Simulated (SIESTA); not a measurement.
Input and output of a self-consistent single point for MgAlSi (Pnma, 12 atoms in the cell) (SIESTA).

Computed with GGA PBEsol, numerical atomic orbitals DZP, PseudoDojo PBEsol standard norm-conserving potentials (rewritten from UPF to PSML) (SIESTA).

```
CELL_PARAMETERS angstrom
      6.66838     0.00000     0.00000
      0.00000     3.97335     0.00000
      0.00000     0.00000     8.12040
ATOMIC_POSITIONS crystal
  Mg 0.96383 0.75000 0.32838
  Mg 0.03617 0.25000 0.67162
  Mg 0.53617 0.25000 0.82838
  Mg 0.46383 0.75000 0.17162
  Al 0.85918 0.75000 0.92966
  Al 0.14082 0.25000 0.07034
  Al 0.64082 0.25000 0.42966
  Al 0.35918 0.75000 0.57034
  Si 0.73910 0.75000 0.62138
  Si 0.26090 0.25000 0.37862
  Si 0.76090 0.25000 0.12138
  Si 0.23910 0.75000 0.87862
```

Reference input (self-consistent single point, DFT, GGA PBEsol, numerical atomic orbitals DZP, PseudoDojo PBEsol standard norm-conserving potentials (rewritten from UPF to PSML)): XC.functional = GGA; XC.authors = PBEsol; potentials = PseudoDojo PBEsol standard; PAO.BasisSize = DZP; PAO.EnergyShift = 0.005 Ry; MeshCutoff = 400 Ry; kgrid.MonkhorstPack = 4 6 3; OccupationFunction = FD; ElectronicTemperature = 1160.45 K; MaxSCFIterations = 150; SCF.Mixer.Method = Pulay; SCF.Mixer.Weight = 0.25. This run's input differs from it in these lines:

```diff
@@ -36,3 +36,3 @@
 PAO.BasisSize                DZP
-PAO.EnergyShift              0.005 Ry
+PAO.EnergyShift              0.0005 Ry
 MeshCutoff                   400 Ry
```

Output (repeated stretches shortened):

```
        iscf     Eharris(eV)        E_KS(eV)     FreeEng(eV)     dDmax    Ef(eV) dHmax(eV)
   scf:    1    -7106.491733    -7164.484220    -7164.601626  1.462733 -5.545268  4.861080
   scf:    2    -7167.086799    -7165.956071    -7166.077740  0.436628 -5.443429  2.812527
   scf:    3    -7166.606018    -7166.363106    -7166.488972  0.360765 -5.377486  0.924910
   scf:    4    -7166.398244    -7166.387370    -7166.513473  0.054783 -5.369056  0.200126
   scf:    5    -7166.390527    -7166.389550    -7166.515408  0.032139 -5.373159  0.026780
   scf:    6    -7166.390161    -7166.389955    -7166.515683  0.015082 -5.375767  0.015213
   scf:    7    -7166.389882    -7166.389928    -7166.515727  0.007385 -5.377089  0.002524
   scf:    8    -7166.389946    -7166.389938    -7166.515727  0.001341 -5.377304  0.001116
   scf:    9    -7166.389930    -7166.389934    -7166.515728  0.000075 -5.377289  0.000169
SCF Convergence by DM+H criterion
max |DM_out - DM_in|         :     0.0000752767
max |H_out - H_in|      (eV) :     0.0001687274
SCF cycle converged after 9 iterations

Using DM_out to compute the final energy and forces

siesta: E_KS(eV) =            -7166.3899

siesta: E_KS - E_eggbox =     -7166.3899

siesta: Atomic forces (eV/Ang):
     1    0.061130    0.000000   -0.067624
     2   -0.061130    0.000000    0.067624
     3   -0.061130   -0.000000   -0.067624
     4    0.061130    0.000000    0.067625
     5    0.026236    0.000000    0.132222
     6   -0.026236    0.000000   -0.132222
     7   -0.026236   -0.000000    0.132222
     8    0.026236   -0.000000   -0.132222
     9   -0.111239    0.000000   -0.021281
    10    0.111239   -0.000000    0.021281
    11    0.111239   -0.000000   -0.021281
   [... lines left out ...]
siesta: FreeEng =     -7166.515728
siesta: Cell volume =        215.156557 Ang**3
siesta:          -0.61540592         -3.45936962  kBar
   [... lines left out ...]
     1     0.624464    9.375536  Mg
     2     0.624463    9.375537  Mg
     3     0.624464    9.375536  Mg
     4     0.624463    9.375537  Mg
     5     0.030252    2.969748  Al
     6     0.030252    2.969748  Al
     7     0.030252    2.969748  Al
     8     0.030252    2.969748  Al
     9    -0.654715    4.654715  Si
    10    -0.654716    4.654716  Si
    11    -0.654715    4.654715  Si
    12    -0.654716    4.654716  Si
 Total     0.000000
```

The run converged in 9 iterations. Against the reference run the free energy goes down by 95.8 meV/atom, the pressure stays near -0.06 GPa while the zz stress (positive for compression) goes from -1.35 to -1.68 GPa and the largest force goes from 0.166 to 0.135 eV/Å.

The starting cell comes from a database of computed structures (which also holds hypothetical and non-ambient phases and stackings), without a prior relaxation at this level. Values carry the incompleteness of an atom-centred basis.

Cost on one core of a shared machine: roughly 9 min.
